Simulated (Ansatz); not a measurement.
**A computed series for ZnS: response to strain**

The reference is ZnS in the zinc blende structure (space group F-43m, No. 216; a = 5.357 Å). Axes: x, y, z lie along the cube axes.

Strains are applied to the cell and any free atomic positions relax.

Calculations: Ansatz (a quantum-chemistry and plane-wave program) PBEsol, without spin-orbit coupling.

Notes on the quantities. energy relative to the base: free energy F; pressure: mean of the normal stresses, compression positive.

```json
[
 {"variant": "base", "band gap": "2.09 eV", "energy relative to the base": "0 meV/atom", "pressure": "-0.01 GPa", "volume per atom": "19.21 Å³"},
 {"variant": "uniaxial strain ε_zz = −3.00 %", "band gap": "2.14 eV", "energy relative to the base": "+5.9 meV/atom", "pressure": "2.54 GPa", "volume per atom": "18.64 Å³"},
 {"variant": "uniaxial strain ε_zz = −2.50 %", "band gap": "2.13 eV", "energy relative to the base": "+4.1 meV/atom", "pressure": "2.09 GPa", "volume per atom": "18.73 Å³"},
 {"variant": "uniaxial strain ε_zz = −2.00 %", "band gap": "2.12 eV", "energy relative to the base": "+2.6 meV/atom", "pressure": "1.65 GPa", "volume per atom": "18.83 Å³"},
 {"variant": "uniaxial strain ε_zz = −1.50 %", "band gap": "2.11 eV", "energy relative to the base": "+1.4 meV/atom", "pressure": "1.22 GPa", "volume per atom": "18.92 Å³"},
 {"variant": "uniaxial strain ε_zz = −1.00 %", "band gap": "2.10 eV", "energy relative to the base": "+0.6 meV/atom", "pressure": "0.80 GPa", "volume per atom": "19.02 Å³"},
 {"variant": "uniaxial strain ε_zz = +1.50 %", "band gap": "2.00 eV", "energy relative to the base": "+1.4 meV/atom", "pressure": "-1.15 GPa", "volume per atom": "19.50 Å³"},
 {"variant": "uniaxial strain ε_zz = +2.00 %", "band gap": "1.97 eV", "energy relative to the base": "+2.5 meV/atom", "pressure": "-1.51 GPa", "volume per atom": "19.60 Å³"},
 {"variant": "uniaxial strain ε_zz = +2.50 %", "band gap": "___", "energy relative to the base": "___", "pressure": "___", "volume per atom": "19.69 Å³"},
 {"variant": "uniaxial strain ε_zz = +3.00 %", "band gap": "1.92 eV", "energy relative to the base": "+5.7 meV/atom", "pressure": "-2.21 GPa", "volume per atom": "19.79 Å³"}
]
```

### Question
What belongs in the blanks?

### Answer

- uniaxial strain ε_zz = +2.50 %, band gap: 1.95 eV
- uniaxial strain ε_zz = +2.50 %, energy relative to the base: +4.0 meV/atom
- uniaxial strain ε_zz = +2.50 %, pressure: -1.87 GPa

Whether these cells are dynamically stable was not tested.
